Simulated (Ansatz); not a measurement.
**A computed series for BaTiO3: response to strain**

Start from BaTiO3 in the cubic perovskite structure (space group Pm-3m, No. 221; a = 4.019 Å).

Strains are applied to the cell and any free atomic positions relax.

Computed with DFT with PBE, PAW potentials and a 420 eV plane-wave cutoff in Ansatz (a program for electronic structure), no spin-orbit coupling.

```tsv
isotropic strain (%)	band gap (eV)
0	1.78
0.6	1.75
1.2	1.71
1.8	1.67
2.4	?
3	1.59
```

**Question.** Fit E_g = E₀ + Dε (ε in %) to the rows shown and predict the withheld row.

**Answer.** Least squares on the printed values gives E₀ = 1.78 eV, D = -64.2 meV per % of strain (largest residual 0.00 eV); this predicts 1.63 eV, and the run gives 1.63 eV, in agreement.

No phonon test of stability was made. All final runs are without spin polarisation. Many cubic perovskites are stable only at high temperature; tilts and polar distortions were not tested. This is not the structure that BaTiO3 has at room temperature and ambient pressure.
